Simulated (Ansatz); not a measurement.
## CdS: pressure series

The reference is CdS in the zinc blende structure (space group F-43m, No. 216; a = 5.927 Å).

Cell and atoms are relaxed at each pressure.

Computed with PBE (Ansatz, a quantum-chemistry and plane-wave program; PAW; 420 eV plane waves; no spin-orbit coupling).

```
pressure (GPa)  volume per atom (Å³/atom)
--------------  -------------------------
-2                                 27.114
-1                                      ?
0                                  26.021
3                                  24.750
7                                  23.465
15                                 21.646
30                                 19.477
50                                 17.673
100                                15.122
```

Q: Fit the third-order Birch–Murnaghan form P(V) = (3B₀/2)[(V₀/V)^(7/3) − (V₀/V)^(5/3)]·[1 + (3/4)(B₀′ − 4)((V₀/V)^(2/3) − 1)] (squares taken in P) to the rows shown and predict the withheld row.

A: Least squares on the printed values gives V₀ = 26.015 Å³/atom, B₀ = 54.3 GPa, B₀′ = 4.4; this predicts 26.520 Å³/atom, and the run gives 26.537 Å³/atom, 0.017 higher.

Load acts through the strain it causes; cell and atoms are relaxed under it. Stability against distortions was not tested. Tetrahedral semiconductors of this kind turn to denser phases somewhere between about 1 and 50 GPa; those were not computed, so compressed cells here can lie past the real transition.
